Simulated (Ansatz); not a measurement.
SnSe (Fm-3m, No. 225, 2 atoms in the cell; start mp-2693; a measured phase of this formula has another space group) was calculated with G0W0@HSE06 (hard PAW, contour deformation; Ansatz, a program for electronic structure).

The cell is the one relaxed with PBEsol. Conventional cell: a = 5.9329 Å, b = 5.9329 Å, c = 5.9329 Å, α = 90.00°, β = 90.00°, γ = 90.00°.

The quasiparticle gap at Γ at a fixed k mesh 4×4×4:

```
response cutoff           value (eV)
------------------------  ----------
150 eV, 400 empty bands        7.509
200 eV, 616 empty bands        7.528
250 eV, 861 empty bands        7.539
300 eV, 1132 empty bands       7.545
```

Q: Taking the value to converge with the response cutoff E as E^(−3/2), extrapolate from the last two rows.

A: With y = y∞ + c/w and weights w = 3953 and 5196 for the last two rows, y∞ = (w2 y2 − w1 y1)/(w2 − w1) = (5196 × 7.545 − 3953 × 7.539)/1243 = 7.564 eV, which lies 0.019 beyond the last row. Successive pairs of rows give 7.563, 7.567, 7.564. The limit also hangs on the law assumed, so its last digits aren't firm.

The other settings are not extrapolated, so this is the limit in one setting alone.

At the last cutoff the smallest gap on this mesh is 0.71 eV, with an edge away from Γ.

Spin–orbit coupling is not included.

Note: filled d or f shells below the valence bands can shift G0W0 gaps through exchange with them, which wasn't tested here. Note: GW on a hybrid start was not checked against another program.

A start named mp-… is a Materials Project structure, which need not be a measured phase.
